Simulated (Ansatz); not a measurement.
Start from BAs in the zinc blende structure (space group F-43m, No. 216).

```yaml
crystal:
  lattice:
    - [0.00000, 2.40468, 2.40468]
    - [2.40468, 0.00000, 2.40468]
    - [2.40468, 2.40468, 0.00000]
  atoms:
    - { symbol: As, position: [0.75000, 0.75000, 0.75000] }
    - { symbol: B, position: [0.00000, 0.00000, 0.00000] }
```

Calculations: DFT with PBE, PAW potentials and a 420 eV plane-wave cutoff in Ansatz (a first-principles code), no spin-orbit coupling, earlier PAW set.

Before the change:

| Item | Value |
|---|---|
| Gap between the host's bands | 1.21 eV |
| Gap character | indirect, Γ → a point along ⟨100⟩, about 1.1 Å⁻¹ from Γ |

Modification: electron doping at 5.0×10^21 cm⁻³ (0.139 per cell), with a uniform compensating background at fixed cell and a 300 K Fermi–Dirac width.

Task: How does this affect the gap between the host's bands?

Result: The gap between the host's bands falls by 0.054 eV (1.21 eV → 1.15 eV).

Task: Predict the new Fermi level from band edge.

Result: The Fermi level relative to the doped band's edge (positive inside the band; to 0.05 eV) is +0.65 eV.

Task: How does this affect the gap character?

Result: The gap character is still indirect, Γ → a point along ⟨100⟩, about 1.1 Å⁻¹ from Γ.

Charged cell with a jellium background: band edges are those of the host's band count, energies are not comparable with the neutral cell, and many-body gap narrowing is missing. No phonon test of stability was made.
